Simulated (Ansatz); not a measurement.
The starting structures come from a database of crystals and need not be the phases stable at ambient conditions.

The decay constant κ of evanescent states in the gap governs leakage through a thin film.

Given:

```
CELL_PARAMETERS angstrom
      4.33742     0.00000     0.00000
      0.00000     8.30902     0.00000
      2.16871     0.00000     3.75632
ATOMIC_POSITIONS crystal
  B  0.39597 0.22501 0.76691
  B  0.83712 0.89168 0.39597
  B  0.76691 0.55834 0.83712
  B  0.23309 0.77499 0.60403
  B  0.60403 0.10832 0.16288
  B  0.16288 0.44166 0.23309
  O  0.44982 0.53870 0.14910
  O  0.40108 0.20537 0.44982
  O  0.14910 0.87203 0.40108
  O  0.85090 0.46130 0.55018
  O  0.55018 0.79463 0.59892
  O  0.59892 0.12797 0.85090
  O  0.15573 0.33333 0.00000
  O  0.84427 0.00000 0.15573
  O  0.00000 0.66667 0.84427
```

Space group of this cell: P3_121. The cell is taken as given.

Transport runs along the normal of the first two printed cell vectors, the (100) plane of the conventional cell.

The gap is the functional's own. No spin-orbit coupling. Mid-gap values are interpolated on the energy grid.

### Question
Give the band gap and the smallest decay constant κ at mid-gap that r2SCAN run with Ansatz (a program for electronic structure) yields.

### Answer
Gap 7.37 eV on a 8×4×8 mesh; κ = 0.576 1/Å, at the zone centre.
